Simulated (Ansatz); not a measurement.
AlB2-type HfB2 was calculated with RPBE (Ansatz, a program for electronic structure, PAW).

Run with plane-wave cutoff 520 eV, 24×24×18 k mesh (along the axes of the cell as run), Fermi–Dirac smearing 0.086 eV (set by the program), scalar-relativistic PAW data made under PBE.

Computed at the level's own relaxed cell.

Hill averages of the elastic tensor: K = 238.8 GPa, G = 233.4 GPa. Volume 10.129 Å³/atom, mean atomic mass 66.704 u.

Problem. Work out the density, the sound velocities of a polycrystal and the elastic Debye temperature, and Pugh's ratio at this level.

Solution. ρ = 1.66054 × 66.704/10.129 = 10.935 g/cm³. v_l = √[(K + 4G/3)/ρ] = 7.092 km/s and v_t = √(G/ρ) = 4.620 km/s. The mean follows from 3/v_m³ = 1/v_l³ + 2/v_t³: v_m = 5.065 km/s. Θ_D = (ħ/k_B) v_m (6π²/V)^(1/3) = 76.38 K Å s/km × 5.065 × 1.8015 Å⁻¹ = 697 K, counting all atoms of the cell. K/G = 1.02, to be set beside Pugh's rough bound of 1.75 between brittle and ductile metals.
